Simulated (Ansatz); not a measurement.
## What pressure 30 GPa does to FePt

The parent structure is FePt (space group P4/mmm, No. 123; a = 2.730 Å, c = 3.764 Å; ferromagnetic).

One thing is altered: a hydrostatic pressure of 30 GPa.

Method: PBE (Ansatz, a program for electronic structure, PAW, no spin-orbit coupling). k-mesh 17×17×12 (Γ-centred); smearing 0.05 eV (Fermi–Dirac).

The volume per atom shrinks by 1.49 Å³ to 12.54 Å³ and the c/a ratio drops by 0.0033, from 1.379 to 1.375. The shortest interatomic distance decreases by 0.100 Å, from 2.696 Å to 2.596 Å and the enthalpy H = E + PV relative to the base's energy is +2.47 eV/atom. The band gap is still zero and the magnetic state stays ferromagnetic. The largest site moment drops by 0.22 μB to 2.77 μB.

Final structure:

```xyz
2
Lattice="2.6318 0.0000 0.0000 0.0000 2.6318 0.0000 0.0000 0.0000 3.6197" Properties=species:S:1:pos:R:3 pbc="T T T"
Fe     1.3159     1.3159     1.8098
Pt     0.0000     0.0000     0.0000
```

Cost of the whole job for the changed cell (relaxation, final SCF and bands): very roughly 2.5 core-minutes.

Other magnetic orders, which the real material may have, were not ruled out. Load acts through the strain it causes; cell and atoms are relaxed under it. No phonon test of stability was made. No other phases were tried under pressure.
